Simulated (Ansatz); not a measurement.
Base system: SrHfO3 (space group I4/mcm, No. 140; a = 5.7143 Å, c = 8.2713 Å; a cell from a computed database, its experimental status unchecked).

All numbers come from Ansatz (a first-principles code) PBEsol, spin-orbit coupling left out.

Base values:

| Property | Result |
|---|---|
| Lattice parameter a | 5.714 Å |
| Band gap | 4.09 eV |

It is then changed as follows: a negative pressure, −1 GPa.

**Question.** What happens to the lattice parameter a and band gap?

**Answer.** The lattice parameter a goes up by 0.014 Å to 5.728 Å; the band gap stays essentially unchanged (4.09 eV against 4.08 eV).

With Hf present, leaving out spin-orbit coupling can change the band edges. Load acts through the strain it causes; cell and atoms are relaxed under it. Whether these cells are dynamically stable was not tested.
